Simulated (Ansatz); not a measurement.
The starting structures come from a database of crystals and need not be the phases stable at ambient conditions.

The decay constant κ of evanescent states in the gap governs leakage through a thin film.

Given:

```yaml
crystal:
  lattice:
    - [5.38962, 0.00000, 0.00000]
    - [0.00000, 10.50526, 0.00000]
    - [0.00000, 0.00000, 8.67889]
  atoms:
    - { symbol: Cs, position: [0.25000, 0.67112, 0.47579] }
    - { symbol: Cs, position: [0.75000, 0.32888, 0.52421] }
    - { symbol: Cs, position: [0.75000, 0.17112, 0.02421] }
    - { symbol: Cs, position: [0.25000, 0.82888, 0.97579] }
    - { symbol: Cs, position: [0.25000, 0.07409, 0.35515] }
    - { symbol: Cs, position: [0.75000, 0.92591, 0.64485] }
    - { symbol: Cs, position: [0.75000, 0.57409, 0.14485] }
    - { symbol: Cs, position: [0.25000, 0.42591, 0.85515] }
    - { symbol: S, position: [0.25000, 0.38911, 0.25470] }
    - { symbol: S, position: [0.75000, 0.61089, 0.74530] }
    - { symbol: S, position: [0.75000, 0.88911, 0.24530] }
    - { symbol: S, position: [0.25000, 0.11089, 0.75470] }
```

Space group of this cell: Pnma. The cell is taken as given; by PBEsol its mean pressure is -1.0 GPa.

Transport runs along the normal of the first two printed cell vectors.

The gap is the functional's own, uncorrected, and κ follows it; spin-orbit coupling is left out. Mid-gap values are interpolated between the computed energies.

Problem. State the band gap and the smallest decay constant κ at mid-gap according to Ansatz (an electronic-structure program) with PBEsol.

Solution. Gap 2.06 eV on a 6×4×4 mesh; κ = 0.227 1/Å, at the zone centre.
